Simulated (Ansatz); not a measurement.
**AgCl under a change: tensor shear ε_xy = +1.71 %**

Take AgCl in the rock salt structure (space group Fm-3m, No. 225; a = 5.447 Å) as the base. Axes: x, y, z lie along the cube axes.

Perturbation: tensor shear ε_xy = +1.71 % (engineering shear γ = 0.0342); the atoms relax in the strained cell.

Level of theory: Ansatz (a program for electronic structure), PBEsol, PAW, cutoff 420 eV, scalar-relativistic without spin-orbit coupling. k-mesh 10×10×10 (Γ-centred); smearing 0.05 eV (Fermi–Dirac).

The volume per atom hardly moves (20.21 Å³ against 20.20 Å³) and the space group becomes Immm (No. 71) (base: Fm-3m (No. 225)). The shortest interatomic distance is still 272.4 pm and the energy increases by 0.3 meV/atom. The pressure (mean of the normal stresses, compression positive) stays essentially unchanged (0.00 GPa against -0.01 GPa) and the band gap decreases by 0.035 eV to 0.69 eV. The gap character amounts to indirect, R → Γ and the smallest direct gap stays essentially unchanged (3.03 eV against 3.02 eV). The electron mass is still 0.25 mₑ (at Γ) and the valley order (the lowest conduction-band minima on the path, energy above the VBM, named in the base's zone) becomes Γ 0.69 eV; X along [001] 2.09 eV; X along [100] 2.11 eV (base: Γ 0.72 eV; X along ⟨100⟩ 2.13 eV). The stress (xx, yy, zz, yz, xz, xy; compression positive) amounts to (0.00, 0.00, -0.02, 0.00, 0.00, -0.16) GPa.

Masses are band curvatures over ±0.01 Å⁻¹ around the edge. Stability against distortions was not tested. Labels are those of the standard path for the cell's own space group.
